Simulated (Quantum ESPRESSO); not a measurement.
Worked example: self-consistent single point of Sr₅Ir₂N₆ (C2/c, 26 atoms in the cell) in Quantum ESPRESSO.

Method: PBEsol, GBRV 1.5 ultrasoft (PBESOL) pseudopotentials (plane waves; Quantum ESPRESSO 7.5).

```
Sr5(IrN3)2
1.0
    5.23574    -3.59382     0.00000
    5.23574     3.59382     0.00000
   -3.04534     0.00000    12.74610
Sr Ir N
10 4 12
Direct
  0.31748   0.80046   0.99995
  0.68252   0.19954   0.00005
  0.19954   0.68252   0.50005
  0.80046   0.31748   0.49995
  0.27551   0.04667   0.72056
  0.72449   0.95333   0.27944
  0.95333   0.72449   0.77944
  0.04667   0.27551   0.22056
  0.62213   0.37787   0.75000
  0.37787   0.62213   0.25000
  0.69975   0.83455   0.55386
  0.30025   0.16545   0.44614
  0.16545   0.30025   0.94614
  0.83455   0.69975   0.05386
  0.90292   0.99172   0.62549
  0.09708   0.00828   0.37451
  0.00828   0.09708   0.87451
  0.99172   0.90292   0.12549
  0.59947   0.68257   0.64003
  0.40053   0.31743   0.35997
  0.31743   0.40053   0.85997
  0.68257   0.59947   0.14003
  0.30456   0.27694   0.58649
  0.69544   0.72306   0.41351
  0.72306   0.69544   0.91351
  0.27694   0.30456   0.08649
```

Reference input (self-consistent single point, DFT, PBEsol, plane waves, GBRV 1.5 ultrasoft (PBESOL) pseudopotentials): ecutwfc = 40 Ry; ecutrho = 320 Ry; occupations = smearing; smearing = gaussian; degauss = 0.0099958 Ry; potentials = {Sr: sr_pbesol_v1.uspp.F.UPF, Ir: ir_pbesol_v1.2.uspp.F.UPF, N: n_pbesol_v1.2.uspp.F.UPF}; K_POINTS = automatic 3 3 2 0 0 0; conv_thr = 1e-10 Ry; mixing_beta = 0.5. This run's input differs from it in these lines:

```diff
@@ -12,4 +12,4 @@
  ntyp = 3,
- ecutwfc = 40,
- ecutrho = 320,
+ ecutwfc = 32,
+ ecutrho = 256,
  occupations = 'smearing',
```

The program printed (abridged):

```
     Self-consistent Calculation

     iteration #  1     ecut=    32.00 Ry     beta= 0.50

     negative rho (up, down):  1.823E+00 0.000E+00

     total energy              =   -1659.70589485 Ry
     estimated scf accuracy    <      19.76526081 Ry

     iteration #  2     ecut=    32.00 Ry     beta= 0.50

     negative rho (up, down):  1.907E+00 0.000E+00

     total energy              =   -1664.81255155 Ry
     estimated scf accuracy    <      35.22992639 Ry

     iteration #  3     ecut=    32.00 Ry     beta= 0.50

     negative rho (up, down):  1.899E+00 0.000E+00

     total energy              =   -1668.92045075 Ry
     estimated scf accuracy    <       1.15366055 Ry

   [... 12 blocks of this kind left out ...]

     iteration # 16     ecut=    32.00 Ry     beta= 0.50

     negative rho (up, down):  1.877E+00 0.000E+00

     total energy              =   -1669.14078116 Ry
     estimated scf accuracy    <          1.3E-10 Ry

     iteration # 17     ecut=    32.00 Ry     beta= 0.50

     negative rho (up, down):  1.877E+00 0.000E+00
     End of self-consistent calculation

     the Fermi energy is    10.3570 ev

!    total energy              =   -1669.14078116 Ry
     estimated scf accuracy    <          9.0E-12 Ry
     smearing contrib. (-TS)   =      -0.00558579 Ry
     internal energy E=F+TS    =   -1669.13519538 Ry

     convergence has been achieved in  17 iterations

     negative rho (up, down):  1.877E+00 0.000E+00

     Forces acting on atoms (cartesian axes, Ry/au):

     atom    1 type  1   force =     0.00036391    0.00014370   -0.00009272
     atom    2 type  1   force =    -0.00036391   -0.00014370    0.00009272
     atom    3 type  1   force =    -0.00036391    0.00014370    0.00009272
     atom    4 type  1   force =     0.00036391   -0.00014370   -0.00009272
     atom    5 type  1   force =     0.00041208    0.00255706   -0.00100377
   [... lines left out ...]
     Total force =     0.068310     Total SCF correction =     0.000006
   [... lines left out ...]

     negative rho (up, down):  1.877E+00 0.000E+00
          total   stress  (Ry/bohr**3)                   (kbar)     P=      -63.29
  -0.00045194   0.00000000  -0.00000594          -66.48        0.00       -0.87
   0.00000000  -0.00035309   0.00000000            0.00      -51.94        0.00
  -0.00000594   0.00000000  -0.00048570           -0.87        0.00      -71.45

   JOB DONE.
```

The run converged in 17 iterations. Against the reference run the free energy rises by 30.9 meV/atom, the pressure goes from -4.82 to -6.33 GPa and the largest force goes from 0.585 to 0.600 eV/Å.

The starting cell comes from a database of computed structures (which also holds hypothetical and non-ambient phases and stackings), without a prior relaxation at this level. Spin polarisation is off.

Cost on one core of a shared machine: roughly 10 min.
